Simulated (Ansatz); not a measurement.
The starting structures come from a database of crystals and need not be the phases stable at ambient conditions.

By PBEsol, the system below comes out a metal.

Consider the following.

```yaml
crystal:
  lattice:
    - [5.62807, 0.00000, 0.00000]
    - [-2.81404, 4.87406, 0.00000]
    - [2.81404, 1.62469, 2.29765]
  atoms:
    - { symbol: Sc, position: [0.00000, 0.00000, 0.00000] }
    - { symbol: Pd, position: [0.00000, 0.50000, 0.00000] }
    - { symbol: Pd, position: [0.50000, 0.50000, 0.00000] }
    - { symbol: Pd, position: [0.50000, 0.00000, 0.00000] }
```

The cell is taken as given; by PBEsol it stands under a pressure of -4.4 GPa.

The current flows along the normal of the first two printed cell vectors, the (111) plane of the conventional cell. No spin-orbit coupling; the value is a mean over 0.1 eV about the Fermi level.

Q: Give the ballistic conductance per area that PBEsol run with Ansatz (an electronic-structure program) yields.

A: 0.68 × 10¹⁵ S/m² for both spins.
